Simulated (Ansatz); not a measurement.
Start from C in the diamond structure (space group Fd-3m, No. 227; a = 3.532 Å). Axes: x, y, z lie along the cube axes.

Calculations: LDA/PAW in Ansatz (a first-principles code), no spin-orbit coupling.

For the base:

| Quantity | Value |
|---|---|
| Pressure | 0.00 GPa |
| Volume per atom | 5.51 Å³ |

It is then changed as follows: tensile biaxial strain of 3.00 % in the plane normal to [001], as in epitaxy on a mismatched substrate; the out-of-plane cell vector and the atoms relax.

**Question.** How does this affect the pressure?

**Answer.** The pressure (mean of the normal stresses, compression positive) goes from zero to -21.74 GPa.

**Question.** What happens to the volume per atom?

**Answer.** The volume per atom increases by 0.29 Å³ (5.51 Å³ → 5.80 Å³).

Stability against distortions was not tested.
